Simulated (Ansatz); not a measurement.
# Carrier properties of NaYS2 (R-3m)

Here is the system:

```xyz
4
Lattice="1.9679 1.1362 6.5853 -1.9679 1.1362 6.5853 0.0000 -2.2723 6.5853" Properties=species:S:1:pos:R:3 pbc="T T T"
Na     0.0000     0.0000     0.0000
Y      0.0000     0.0000     9.8780
S      0.0000     0.0000     4.7926
S      0.0000     0.0000    14.9634
```

The numbers are results of PBEsol, rigid bands (plane waves, PAW, scalar-relativistic; Ansatz, an electronic-structure program), not measurements. Cell: cell and atoms relaxed with PBEsol.

- band gap: 2.14 eV
- electron conductivity mass (300 K, dilute): 0.49 (x), 0.49 (y), 0.70 (z) mₑ
- hole conductivity mass (300 K, dilute): 0.70 (x), 0.70 (y), 3.0 (z) mₑ
- effective density of states N_c (300 K): 4.2e19 cm⁻³
- effective density of states N_v (300 K): 6.6e19 cm⁻³
- density-of-states mass, electrons: 1.41 mₑ
- density-of-states mass, holes: 1.91 mₑ
- Seebeck coefficient, n-type 1e19 cm⁻³, 300 K: -340 μV/K
- best n-type power factor at 300 K for τ = 10 fs (best axis; densities from 1e16 to 1e21 cm⁻³ tried, whether or not they can be reached): 14.0 μW/(cm·K²) at 1e20 cm⁻³
- Seebeck coefficient, p-type 1e19 cm⁻³, 300 K: 407 μV/K

Rigid bands; masses and Seebeck coefficients take one relaxation time τ for all states and one kind of carrier; polarons and phonon drag are left out. Spin-orbit coupling is left out; where it splits the top of the valence band, N_v and the p-type Seebeck coefficient come out somewhat high without it.

Formula and space group known from diffraction (Crystallography Open Database), not checked to be the room-temperature form: NaYS2 (R-3m).
